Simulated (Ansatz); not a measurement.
## Response to strain in CuAu

Base system: CuAu (space group P4/mmm, No. 123; relaxed with 0.1 eV smearing).

```
CELL_PARAMETERS angstrom
      2.81285     0.00000     0.00000
      0.00000     2.81285     0.00000
      0.00000     0.00000     3.59296
ATOMIC_POSITIONS crystal
  Cu 0.00000 0.00000 0.00000
  Au 0.50000 0.50000 0.50000
```

Cartesian axes are those of the cell as printed.

Strains are applied to the cell and any free atomic positions relax.

The values are results of PBEsol, PAW, 420 eV (Ansatz, a quantum-chemistry and plane-wave program; without spin-orbit coupling), not measurements.

Notes on the quantities. energy relative to the base: free energy F; pressure: mean of the normal stresses, compression positive.

| variant | energy relative to the base | shortest interatomic distance | pressure |
|---|---|---|---|
| base | 0 meV/atom | 2.680 Å | 0.0 GPa |
| uniaxial strain ε_zz = −3.00 % | … | … | … |
| uniaxial strain ε_zz = −2.50 % | +5.3 meV/atom | 2.650 Å | 4.6 GPa |
| uniaxial strain ε_zz = −2.00 % | +3.3 meV/atom | 2.656 Å | 3.6 GPa |
| uniaxial strain ε_zz = −1.00 % | +0.8 meV/atom | 2.668 Å | 1.7 GPa |
| uniaxial strain ε_zz = −0.50 % | +0.2 meV/atom | 2.674 Å | 0.9 GPa |
| uniaxial strain ε_zz = +0.50 % | +0.2 meV/atom | 2.686 Å | -0.8 GPa |
| uniaxial strain ε_zz = +1.00 % | +0.8 meV/atom | 2.692 Å | -1.6 GPa |
| uniaxial strain ε_zz = +2.00 % | +3.2 meV/atom | 2.704 Å | -3.2 GPa |
| uniaxial strain ε_zz = +3.00 % | +7.0 meV/atom | 2.717 Å | -4.6 GPa |

Task: Fill in the withheld entries from the trend.

Result: 
- uniaxial strain ε_zz = −3.00 %, energy relative to the base: +7.7 meV/atom
- uniaxial strain ε_zz = −3.00 %, shortest interatomic distance: 2.644 Å
- uniaxial strain ε_zz = −3.00 %, pressure: 5.6 GPa

Whether these cells are dynamically stable was not tested. All final runs are without spin polarisation.
